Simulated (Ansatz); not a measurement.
**Response to strain in CuI**

The parent structure is CuI in the zinc blende structure (space group F-43m, No. 216; a = 6.023 Å). Axes: x, y, z lie along the cube axes.

Strains are applied to the cell and any free atomic positions relax; under biaxial strain the out-of-plane vector relaxes too.

Levels (all Ansatz, an electronic-structure program, PAW): r2SCAN (500 eV, no spin-orbit coupling); HSE06 (420 eV, spin-orbit coupling left out).

Band gaps by level, all at the geometries relaxed with r2SCAN:

```json
[
 {"case": "base", "r2SCAN": "1.67 eV", "HSE06": "2.67 eV"},
 {"case": "biaxial strain +4.03 %, plane normal [110], relaxed out of plane", "r2SCAN": "1.43 eV", "HSE06": "2.44 eV"},
 {"case": "biaxial strain −0.65 %, plane normal [111], relaxed out of plane", "r2SCAN": "1.69 eV", "HSE06": "2.68 eV"},
 {"case": "strain tensor (xx, yy, zz, yz, xz, xy) = (+1.07, −1.40, −0.92, −0.17, −0.68, +1.23) %", "r2SCAN": "1.68 eV", "HSE06": "2.66 eV"},
 {"case": "tensor shear ε_xy = −2.97 %", "r2SCAN": "1.60 eV", "HSE06": "2.58 eV"},
 {"case": "strain tensor (xx, yy, zz, yz, xz, xy) = (−0.42, −1.94, −0.75, +0.57, −1.03, +1.57) %", "r2SCAN": "1.73 eV", "HSE06": "2.69 eV"}
]
```

A biaxial case was relaxed in a doubled cell and then solved in the primitive one. Single points use the geometry relaxed with r2SCAN. Spin-orbit coupling, missing from the scalar runs, can matter with I. Stability against distortions was not tested. All final runs are without spin polarisation.
